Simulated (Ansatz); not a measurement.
## Point defects in InSb

The reference is an 8-atom supercell of InSb in the zinc blende structure (space group F-43m, No. 216; a = 6.520 Å) at its relaxed geometry.

One neutral defect a cell, atoms relaxed at fixed cell.

Method: Kohn–Sham DFT with the PBEsol functional, run in Ansatz (an electronic-structure program) with PAW and 420 eV plane waves, scalar-relativistic without spin-orbit coupling, earlier PAW set.

| change | pressure | largest displacement of a host atom from its site in the perfect cell |
|---|---|---|
| perfect supercell | 0.0 GPa | – |
| Sn on a In site | 1.4 GPa | 0.04 Å |
| Li interstitial (started 2.66 Å from the nearest host atom) | [?] | [?] |
| Al on a Sb site | -1.0 GPa | 0.08 Å |
| In vacancy | -2.3 GPa | 0.86 Å |
| Sb interstitial (started 2.66 Å from the nearest host atom), symmetric start | 5.9 GPa | 0.37 Å |

Task: What belongs in the blanks?

Result: 
- Li interstitial (started 2.66 Å from the nearest host atom), pressure: 2.4 GPa
- Li interstitial (started 2.66 Å from the nearest host atom), largest displacement of a host atom from its site in the perfect cell: 0.03 Å

In so small a cell the defect repeats every few ångströms: this is an ordered compound, not a dilute defect. Defects with a symmetric start kept the site's symmetry and may sit on a saddle; the others started slightly shaken. All final runs are without spin polarisation.
